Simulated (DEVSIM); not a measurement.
**abrupt Si p-n junction**

Device: abrupt Si p-n junction, at 300 K.

```
layer (left to right)  material  thickness (μm)  Nd (cm⁻³)  Na (cm⁻³)   τn (s)   τp (s)
---------------------  --------  --------------  ---------  ---------  -------  -------
1                            Si            5.80          -     2.2e15  0.00067  0.00067
2                            Si            1.80     7.1e15          -  0.00067  0.00067
```

Left contact: ohmic. Right contact: ohmic. Voltage is applied to the left contact. Recombination: SRH at mid-gap, radiative. Mobility is μmin + (μ − μmin)/(1 + (N/Nref)^α).

This is a model device: material constants are rounded textbook-type values typed into the input, and sizes, dopings and lifetimes were drawn at random. Values at 300 K.

| parameter | Si |
|---|---|
| gap (eV) | 1.124 |
| affinity (eV) | 4.05 |
| permittivity | 11.7 |
| Nc (cm⁻³) | 2.86e19 |
| Nv (cm⁻³) | 3.1e19 |
| μn (cm²/Vs) | 1417 |
| μp (cm²/Vs) | 470 |
| μn,min | 52 |
| μp,min | 45 |
| Nref,n | 9.7e16 |
| Nref,p | 2.2e17 |
| αn | 0.68 |
| αp | 0.72 |
| B (cm³/s) | 4.7e-15 |

Simulated with DEVSIM: 1D drift-diffusion, Boltzmann statistics, complete ionisation; no tunnelling, impact ionisation, image-force lowering or self-heating.

The potential step across the device at zero bias comes out as 0.662 V and the largest field in the device at zero bias comes out as 18000 V/cm. The dark forward voltage at 1 A/cm² is 0.547 V and the dark forward voltage at 100 A/cm² comes out as 0.727 V.

Dark forward current:

```tsv
V (V)	J (A/cm²)
0.05	4.3e-9
0.15	2.4e-7
0.25	1.1e-5
0.35	0.00053
0.40	0.0037
0.50	0.17
0.60	6.4
0.70	68
0.80	240
0.90	520
0.95	700
1.05	1100
1.15	1700
1.25	2300
```

Small-signal capacitance in reverse bias (quasi-static):

```csv
V (V),C (nF/cm²)
-0.1,14.0
-0.25,12.7
-0.5,11.2
-0.75,10.1
-1,9.30
-1.5,8.13
-2,7.31
-2.5,6.69
-3.25,6.01
-4,5.50
-5,4.98
```
